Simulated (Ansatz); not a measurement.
The starting structures come from a database of crystals and need not be the phases stable at ambient conditions.

 Where the default PAW files enter, the runs use the earlier of Ansatz's two default sets.

By PBEsol, the system below comes out a metal.

Input:

```
CELL_PARAMETERS angstrom
      5.16618     0.00000     0.00000
      0.00000    10.35292     0.00000
      2.58309    -5.17646     5.17646
ATOMIC_POSITIONS crystal
  Nb 0.82117 0.81899 0.83664
  Nb 0.35984 0.98235 0.80134
  Nb 0.65781 0.18101 0.16336
  Nb 0.16118 0.01765 0.19866
  Nb 0.84255 0.62416 0.28504
  Nb 0.53329 0.33912 0.96328
  Nb 0.12759 0.37584 0.71496
  Nb 0.49657 0.66088 0.03672
  Nb 0.44026 0.59502 0.62398
  Nb 0.96472 0.97104 0.56606
  Nb 0.06424 0.40498 0.37602
  Nb 0.53078 0.02896 0.43394
  Si 0.27260 0.67624 0.41548
  Si 0.05116 0.26076 0.93700
  Si 0.68808 0.32376 0.58452
  Si 0.98816 0.73924 0.06300
```

Space group of this cell: I-4. The cell is taken as given; by PBEsol its mean pressure is -6.6 GPa.

The current flows along the normal of the first two printed cell vectors, the (100) plane of the conventional cell. No spin-orbit coupling; the value is a mean over 0.1 eV about the Fermi level.

### Question
Compute, with PBEsol (Ansatz, an electronic-structure program), the ballistic conductance per area.

### Answer
0.28 × 10¹⁵ S/m² for both spins.
